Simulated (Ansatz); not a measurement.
Consider MgO (space group P3m1, No. 156; a = 3.265 Å, c = 15.509 Å; a cell from a computed database, its experimental status unchecked). Axes: x lies along a and z along c of the hexagonal cell.

Calculations: PBEsol (Ansatz, an electronic-structure program, PAW, no SOC).

It is then changed as follows: the cell is stretched by 1.36 % along y with no lateral relaxation; the atoms relax in the strained cell.

Q: Predict the stress tensor and what it implies for the stiffness.

A: Stress of the strained cell less that of the base (GPa, compression positive):
```
  -1.31    0.00    0.00
   0.00   -2.53    0.00
   0.00    0.00   -1.08
```

Then −Δσ_ii/ε with ε = 0.0136 gives secant stiffness values (nonlinear terms included at this strain): C22 ≈ 186 GPa, C12 ≈ 96 GPa and C23 ≈ 80 GPa.

Whether these cells are dynamically stable was not tested. The base started in Cm and relaxed to P3m1 at this level. This is not the structure that MgO has at room temperature and ambient pressure.
